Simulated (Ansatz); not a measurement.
**Ansatz (an electronic-structure program) run on AgF (F-43m, 2 atoms in the cell): self-consistent single point**

Computed with revPBE, default PAW files made with PBE (plane waves; Ansatz).

The input file:

Ansatz 0.2 input:
```yaml
# AgF
crystal:
  lattice:
    - [0.000000, 2.436083, 2.436083]
    - [2.436083, 0.000000, 2.436083]
    - [2.436083, 2.436083, 0.000000]
  atoms:
    - { symbol: F, position: [0.250000, 0.250000, 0.250000] }
    - { symbol: Ag, position: [0.000000, 0.000000, 0.000000] }
kpoints:
  mp_grid: { grid: [12, 12, 12] }
hamiltonian:
  xc: revpbe
  pseudopotentials: { kind: paw }
scf:
  occupations: { method: cold, width: 0.0037 Ry }
output:
  forces: true
  eigenvalues: true
  stress: true
```

Output (repeated stretches shortened):

```
WARN basis.ecutwfc = 420 eV, the default
WARN ansatz: RAYON_NUM_THREADS=1 ignored (pool sized by the plan → 1); use --threads N
Pseudopotentials: kind: paw
Pseudopotential: F, paw, valence charge 7
Pseudopotential: Ag, paw, valence charge 19
Crystal: 2 atoms, lattice volume = 28.914 Å³
Basis set: ecut = 420 eV, 537 PW (Γ), exchange–correlation on 48×48×48 points (8 copies of the dense FFT grid, shifted against one another)
Bands: 17, of which v1, the nominal top of the filled ones, is band 13 counted from 1 (12 counted from 0)
Symmetry: 24 space group operations
Space group: F-43m (ITA 216), of the structure as read, at distance tolerance 3.1e-5 Å
k-points: 72 of 1728 (time reversal used)
PAW frozen core: F, regenerated for the run's functional, and the local potential with it
PAW frozen core: Ag, regenerated for the run's functional, and the local potential with it
Initial density: superposition of atomic densities (neutral atoms: chi_scale 0, normalization atom), corrected by the library's trained network
Initial wavefunctions: pseudopotential atomic-orbital guess
Eigensolver: davidson
Functional: x = revpbe(κ = 1.245, μ = 0.2195149727645171), c = pbe(β = 0.06672455060314922)
SCF iter   1: F=—  HF=-8404.163493 eV  |F-HF|=—  |Δ(HF+E_count)|=         —  Δρ=6.70e-3  dr2=1.15e-2  ethr=1.77e-3  ⟨swp⟩=5.5  Hψ=5418  notcnv=0
all-band conjugate gradients solve this SCF's bands
preconditioner: auto → Kerker (q_TF=auto, 2.680 Å⁻¹)
SCF iter   2: F=—  HF=-8404.161826 eV  |F-HF|=—  |Δ(HF+E_count)|=   1.67e-3  S|Δr|=    0.00e0  Δρ=1.92e-3  dr2=1.10e-3  ethr=4.44e-5  ⟨swp⟩=2.8  Hψ=2641  notcnv=0
SCF iter   3: F=—  HF=-8404.161772 eV  |F-HF|=—  |Δ(HF+E_count)|=   5.44e-5  S|Δr|=    0.00e0  Δρ=9.79e-4  dr2=3.20e-4  ethr=4.25e-6  ⟨swp⟩=1.0  Hψ=1225  notcnv=0
SCF iter   4: F=—  HF=-8404.161776 eV  |F-HF|=—  |Δ(HF+E_count)|=   4.33e-6  S|Δr|=    0.00e0  Δρ=4.06e-4  dr2=4.93e-5  ethr=1.23e-6  ⟨swp⟩=1.0  Hψ=1247  notcnv=0
SCF iter   5: F=—  HF=-8404.161979 eV  |F-HF|=—  |Δ(HF+E_count)|=   2.03e-4  S|Δr|=    0.00e0  Δρ=1.58e-4  dr2=5.65e-6  ethr=1.90e-7  ⟨swp⟩=2.0  Hψ=1769  notcnv=0
SCF iter   6: F=—  HF=-8404.161997 eV  |F-HF|=—  |Δ(HF+E_count)|=   1.76e-5  S|Δr|=    0.00e0  Δρ=4.48e-5  dr2=5.02e-7  ethr=2.17e-8  ⟨swp⟩=2.0  Hψ=1847  notcnv=0
SCF iter   7: F=-8404.161998 eV  HF=-8404.161998 eV  |F-HF|=1.03e-7  |Δ(HF+E_count)|=   1.24e-6  S|Δr|=    0.00e0  Δρ=8.71e-6  dr2=1.86e-8  ethr=3.85e-10  ⟨swp⟩=6.0  Hψ=5294  notcnv=0
SCF 1 converged in 7 iterations: F = -8404.161998 eV  dr2 = 1.86e-8
SCF converged after 7 iterations
Stability not checked (fill_not_monotonic)
Free energy (F): -8404.161998 eV
Harris-Foulkes:  -8404.161998 eV  (|F-HF|=1.03e-7)
Internal energy: -8404.162354 eV  (E = F + TS)
E sigma→0 (E₀):  -8404.162117 eV
Entropy (-TS):   0.000356 eV (0.178 meV/atom)
Fermi energy:    10.627971 eV
--- Per-component energies (eV) ---
  E_band       = -320.959885
  E_kinetic    = 740.708164
  E_local      = -3262.372061  (includes V_loc(G=0)·N_el)
  E_nonlocal   = 157.626521
  E_hartree    = 1431.266400
  E_xc         = -264.609889
  E_vxc        = -336.443154  (∫ρ·V_xc dr)
  E_paw        = -4113.605628  (= ΣΔE_a)
  E_vpaw       = -483.016794  (= ΣTr[D̂ρ^β])
  E_aug_tail   = 0.002389  (compensation charges beyond the density's cutoff)
  E_ewald      = -3093.082130
  E_core_change = -0.096119  (= ΣΔE_core)
  E_smearing   = 0.000356  (= −TS)
  E_closure    = -0.000000  (closes the sum)
  Σ components = -8404.161998   (vs F -8404.161998, Δ=0.00e0)
--- Forces (eV/Å), atoms counted from 1 ---
  atom   1  F      0.00000000    -0.00000000    -0.00000000
  atom   2  Ag    -0.00000000     0.00000000     0.00000000
  max |Σ_I F_I| component: 9.25e-17 eV/Å
--- Stress (GPa, compression-positive) ---
       35.329798       0.000000      -0.000000
       -0.000000      35.329798       0.000000
       -0.000000       0.000000      35.329798
  P = ⅓ Tr σ = 35.3298 GPa (353.298 kbar)
  The stress holds the Pulay correction. Without it, at fixed plane waves, as pw.x and ABINIT print it: P = 34.9169 GPa
--- Band table (eV; the first three rows and the last of 72) ---
  k-point 0: bands = ["-78.9145", "-42.4787", "-42.4787", "-42.4787", "-13.3533", "4.1636", "4.1636", "4.1636", "8.5184", "8.5184", "9.9232", "10.6306", "10.6306", "10.6306", "25.1687", "25.1687", "25.1687"]
  k-point 1: bands = ["-78.9145", "-42.4803", "-42.4790", "-42.4790", "-13.3435", "4.1322", "4.1851", "4.1851", "8.5070", "8.5070", "10.0715", "10.6109", "10.6132", "10.6132", "24.2867", "25.2058", "25.2058"]
  k-point 2: bands = ["-78.9142", "-42.4846", "-42.4796", "-42.4796", "-13.3169", "4.0754", "4.2428", "4.2428", "8.4886", "8.4886", "10.0006", "10.5537", "10.5537", "11.0398", "22.5352", "25.2668", "25.2668"]
  k-point 71: bands = ["-78.9130", "-42.4970", "-42.4925", "-42.4874", "-13.1664", "4.1987", "4.5847", "4.9204", "8.2875", "8.3606", "8.8964", "9.1343", "9.9834", "17.9947", "18.7368", "20.1975", "20.7621"]
```

The run converged in 7 iterations.

The starting cell was generated: these elements placed on a structure prototype, without a prior relaxation; it need not be a known phase or ordering of this composition. With a pressure of about 35 GPa the cell is away from its equilibrium volume at this level. Ansatz's pressure includes its estimate of the finite-basis (Pulay) stress. The run gives no clean gap (levels at the Fermi energy touch, overlap or are partly filled at this smearing), which alone does not show that the compound is a metal.
